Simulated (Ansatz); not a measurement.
## CsCaH3 (Pm-3m): band-edge transport data

Data:

```xyz
5
Lattice="4.5406 0.0000 0.0000 0.0000 4.5406 0.0000 0.0000 0.0000 4.5406" Properties=species:S:1:pos:R:3 pbc="T T T"
Cs     0.0000     0.0000     0.0000
Ca     2.2703     2.2703     2.2703
H      2.2703     0.0000     2.2703
H      0.0000     2.2703     2.2703
H      2.2703     2.2703     0.0000
```

Level of theory: PBEsol, rigid bands (plane waves, PAW, scalar-relativistic; Ansatz, a quantum-chemistry and plane-wave program). Geometry: cell and atoms relaxed with PBEsol.

```yaml
band_gap: 2.88 eV
electron conductivity mass (300 K, dilute): 0.46 mₑ
hole conductivity mass (300 K, dilute): 0.89 mₑ
effective density of states N_c (300 K): 2.3e19 cm⁻³
effective density of states N_v (300 K): 1.5e20 cm⁻³
density_of_states_mass_electrons: 0.94 mₑ
density_of_states_mass_holes: 3.4 mₑ
Seebeck coefficient, n-type 1e19 cm⁻³, 300 K: -288 μV/K
best n-type power factor at 300 K for τ = 10 fs (best axis; densities from 1e16 to 1e21 cm⁻³ tried, whether or not they can be reached): 8.0 μW/(cm·K²) at 1e20 cm⁻³
Seebeck coefficient, p-type 1e19 cm⁻³, 300 K: 445 μV/K
best p-type power factor at 300 K for τ = 10 fs (best axis; densities from 1e16 to 1e21 cm⁻³ tried, whether or not they can be reached): 26 μW/(cm·K²) at 3e20 cm⁻³
```

Rigid bands; masses and Seebeck coefficients take one relaxation time τ for all states and one kind of carrier; polarons and phonon drag are left out. Spin-orbit coupling is left out; where it splits the top of the valence band, N_v and the p-type Seebeck coefficient come out somewhat high without it.

Computed structure with no diffraction record at hand here (it may be known, metastable or hypothetical): CsCaH3 (Pm-3m).
